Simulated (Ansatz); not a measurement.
Carrier properties of BP under load (space group F-43m)

Consider the following.

```yaml
crystal:
  lattice:
    - [0.00000, 2.23910, 2.23910]
    - [2.23910, 0.00000, 2.23910]
    - [2.23910, 2.23910, 0.00000]
  atoms:
    - { symbol: B, position: [0.00000, 0.00000, 0.00000] }
    - { symbol: P, position: [0.25000, 0.25000, 0.25000] }
```

Calculation: PBEsol with spin-orbit coupling, rigid bands (plane waves, PAW; Ansatz, a quantum-chemistry and plane-wave program). Condition of this run: hydrostatic pressure 5 GPa (the target of the relaxation). Geometry: cell and atoms relaxed with PBEsol, then loaded as said.

```yaml
band_gap: 1.06 eV
electron conductivity mass (300 K, dilute): 0.33 mₑ
hole conductivity mass (300 K, dilute): 0.43 mₑ
effective density of states N_c (300 K): 4.3e19 cm⁻³
effective density of states N_v (300 K): 2.5e19 cm⁻³
density_of_states_mass_electrons: 1.44 mₑ
density_of_states_mass_holes: 1.00 mₑ
Seebeck coefficient, n-type 1e19 cm⁻³, 300 K: -338 μV/K
best n-type power factor at 300 K for τ = 10 fs (best axis; densities from 1e16 to 1e21 cm⁻³ tried, whether or not they can be reached): 19.8 μW/(cm·K²) at 1e20 cm⁻³
Seebeck coefficient, p-type 1e19 cm⁻³, 300 K: 327 μV/K
best p-type power factor at 300 K for τ = 10 fs (best axis; densities from 1e16 to 1e21 cm⁻³ tried, whether or not they can be reached): 15.0 μW/(cm·K²) at 1e20 cm⁻³
```

Rigid bands; masses and Seebeck coefficients take one relaxation time τ for all states and one kind of carrier; polarons and phonon drag are left out.
